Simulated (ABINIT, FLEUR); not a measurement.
An ABINIT input for a self-consistent single point of TaN (Fm-3m, 2 atoms in the cell) (DFT, PBE, plane waves, norm-conserving pseudopotentials (PseudoDojo nc-sr-05 PBE standard)):

```
# TaN, PseudoDojo nc-sr-05 PBE standard
pp_dirpath "./"
pseudos "Ta.upf, N.upf"
acell 3*1.0 Angstrom
rprim
         0.0000000000    2.1752800000    2.1752800000
         2.1752800000    0.0000000000    2.1752800000
         2.1752800000    2.1752800000   -0.0000000000
natom 2
ntypat 2
znucl 73 7
typat 1 2
xred
         0.5000000000    0.5000000000    0.5000000000
         0.0000000000    0.0000000000    0.0000000000
ecut 42
ixc 11
occopt 7
tsmear 0.2 eV
nband 14
kptopt 1
ngkpt 13 13 13
nshiftk 1
shiftk 0 0 0
nstep 80
tolvrs 1.0e-12
prtwf 0
prtden 0
prtvol 1
```

Task: Write the same calculation as an input for FLEUR.

Result: This is the input that was run; spellings and numerical settings could be chosen otherwise.

Input of the input generator:

```
TaN
&input film=f /
0.0000000000 4.1106834444 4.1106834444
4.1106834444 0.0000000000 4.1106834444
4.1106834444 4.1106834444 -0.0000000000
1.0
1.0 1.0 1.0

2
73 0.5000000000 0.5000000000 0.5000000000
7 0.0000000000 0.0000000000 0.0000000000

&comp jspins=1 /
&kpt div1=13 div2=13 div3=13 /
&end /
```

```xml
<?xml version="1.0" encoding="UTF-8" standalone="no"?>
<fleurInput fleurInputVersion="0.39">
   <comment>
      TaN                                                                                                 
   </comment>
   <calculationSetup>
      <cutoffs Kmax="4.3" Gmax="17.2" GmaxXC="17.2" numbands="0"/>
      <scfLoop itmax="100" minDistance="0.00001" maxIterBroyd="25" imix="Anderson" alpha="0.05" precondParam="0.0" spinf="2.0"/>
      <coreElectrons ctail="T" frcor="F" kcrel="0" coretail_lmax="0"/>
      <xcFunctional name="pbe" relativisticCorrections="F"/>
      <magnetism jspins="1"/>
      <soc l_soc="F" theta="0.0" phi="0.0" spav="F"/>
      <expertModes spex="0" secvar="F"/>
      <geometryOptimization l_f="T" forcealpha="1.0" forcemix="BFGS" epsdisp="0.00001" epsforce="0.00001"/>
      <ldaU l_linMix="F" mixParam="0.05" spinf="1.0"/>
   </calculationSetup>
   <cell>
      <bzIntegration valenceElectrons="32.0" mode="gauss" fermiSmearingEnergy="0.00734986">
         <kPointListSelection listName="default-1"/>
         <!-- k-points included here -->
         <xi:include xmlns:xi="http://www.w3.org/2001/XInclude" href="kpts.xml"> </xi:include>
      </bzIntegration>
      <!-- symmetry operations included here -->
      <xi:include xmlns:xi="http://www.w3.org/2001/XInclude" href="sym.xml"> </xi:include>
      <bulkLattice scale="1.0">
         <bravaisMatrix>
            <row-1>    0.0000000000000000     4.1106834444000002     4.1106834444000002</row-1>
            <row-2>    4.1106834444000002     0.0000000000000000     4.1106834444000002</row-2>
            <row-3>    4.1106834444000002     4.1106834444000002     0.0000000000000000</row-3>
         </bravaisMatrix>
      </bulkLattice>
   </cell>
   <atomSpecies>
      <species name="Tantalum (Ta)" element="Ta" atomicNumber="73">
         <mtSphere radius="2.45" gridPoints="847" logIncrement="0.016"/>
         <atomicCutoffs lmax="10" lnonsphr="8"/>
         <electronConfig flipSpins="F">
            <coreConfig>(1s1/2) (2s1/2) (2p1/2) (2p3/2) (3s1/2) (3p1/2) (3p3/2) (4s1/2) (3d3/2) (3d5/2) (4p1/2) (4p3/2) (4d3/2) (4d5/2)</coreConfig>
            <valenceConfig>(5s1/2) (5p1/2) (5p3/2) (6s1/2) (4f5/2) (4f7/2) (5d3/2) (5d5/2)</valenceConfig>
            <stateOccupation state="(5d3/2)" spinUp="0.6" spinDown="0.6"/>
            <stateOccupation state="(5d5/2)" spinUp="0.9" spinDown="0.9"/>
         </electronConfig>
         <energyParameters s="6" p="6" d="5" f="5"/>
         <lo type="SCLO" l="0" n="5" eDeriv="0"/>
         <lo type="SCLO" l="1" n="5" eDeriv="0"/>
         <lo type="SCLO" l="3" n="4" eDeriv="0"/>
      </species>
      <species name="Nitrogen (N)" element="N" atomicNumber="7">
         <mtSphere radius="1.39" gridPoints="481" logIncrement="0.022"/>
         <atomicCutoffs lmax="6" lnonsphr="4"/>
         <electronConfig flipSpins="F">
            <coreConfig>(1s1/2)</coreConfig>
            <valenceConfig>(2s1/2) (2p1/2) (2p3/2)</valenceConfig>
            <stateOccupation state="(2p1/2)" spinUp="0.5" spinDown="0.5"/>
            <stateOccupation state="(2p3/2)" spinUp="1.0" spinDown="1.0"/>
         </electronConfig>
         <energyParameters s="2" p="2" d="3" f="4"/>
      </species>
   </atomSpecies>
   <atomGroups>
      <atomGroup species="Tantalum (Ta)">
         <relPos label="                   1">1.000/2.000 1.000/2.000 1.000/2.000</relPos>
         <force calculate="T" relaxXYZ="TTT"/>
      </atomGroup>
      <atomGroup species="Nitrogen (N)">
         <relPos label="                   2">.0000000000 .0000000000 .0000000000</relPos>
         <force calculate="T" relaxXYZ="TTT"/>
      </atomGroup>
   </atomGroups>
   <output dos="F" band="F" slice="F">
      <checks vchk="F" cdinf="F"/>
      <bandDOS minEnergy="-.5*Htr" maxEnergy="0.5*Htr" sigma="0.015" storeEVData="T"/>
      <vacuumDOS vacdos="F" integ="F" star="F" nstars="0" locx1="0.0" locy1="0.0" locx2="0.0" locy2="0.0" nstm="0" tworkf="0.0"/>
      <unfoldingBand unfoldBand="F" supercellX="1" supercellY="1" supercellZ="1"/>
      <plotting iplot="0" polar="F">
         <plot TwoD="T" vec1="  1.0  0.0  0.0" vec2="  0.0  1.0  0.0" vec3="  0.0  0.0  1.0" zero="  0.0  0.0  0.0" file="plot"/>
      </plotting>
      <chargeDensitySlicing numkpt="0" minEigenval="0.0" maxEigenval="0.0" nnne="0" pallst="F"/>
      <specialOutput eonly="F"/>
      <magneticCircularDichroism mcd="F" energyLo="-10.0" energyUp="0.0"/>
   </output>
  <!-- We include the file relax.xml here to enable relaxations (see documentation) -->
  <xi:include xmlns:xi="http://www.w3.org/2001/XInclude" href="relax.xml"> <xi:fallback/> </xi:include>
</fleurInput>
```

Basis settings and potentials, where a program has them, do not carry over. This input uses DFT, PBE, all-electron FLAPW (FLEUR), scalar-relativistic valence.

The starting cell comes from a database of computed structures (which also holds hypothetical and non-ambient phases and stackings), without a prior relaxation at this level. Its lattice was rescaled by a random factor within 2.5 % of one.
